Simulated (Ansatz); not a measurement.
TiAs, treated with LDA in Ansatz (PAW).

Numerical settings: plane-wave cutoff 520 eV, 12×12×4 k mesh (along the axes of the cell as run), Fermi–Dirac smearing 0.03 eV, no spin polarisation, scalar-relativistic PAW data made under PBE.

Starting structure:

```xyz
8
Lattice="3.6400 0.0000 0.0000 -1.8200 3.1523 0.0000 0.0000 0.0000 12.2800" Properties=species:S:1:pos:R:3 pbc="T T T"
Ti     1.8200     1.0508     7.6750
Ti     0.0000     2.1016     1.5350
Ti     0.0000     2.1016     4.6050
Ti     1.8200     1.0508    10.7450
As     0.0000     0.0000     6.1400
As     0.0000     0.0000     0.0000
As     1.8200     1.0508     3.0700
As     0.0000     2.1016     9.2100
```

Question: Into what structure does the relaxation of cell and atoms lead at this level, with the symmetry of the start kept?

Answer: The volume drops by 7.4 %; final space group P6_3/mmc.
```xyz
8
Lattice="3.5649 0.0000 0.0000 -1.7824 3.0873 0.0000 0.0000 0.0000 11.8620" Properties=species:S:1:pos:R:3 pbc="T T T"
Ti     1.7824     1.0291     7.3190
Ti     0.0000     2.0582     1.3880
Ti     0.0000     2.0582     4.5430
Ti     1.7824     1.0291    10.4740
As     0.0000     0.0000     5.9310
As     0.0000     0.0000     0.0000
As     1.7824     1.0291     2.9655
As     0.0000     2.0582     8.8965
```

Note: the volume lies 7 % below that of the published cell.

Ansatz is a quantum-chemistry and plane-wave program.
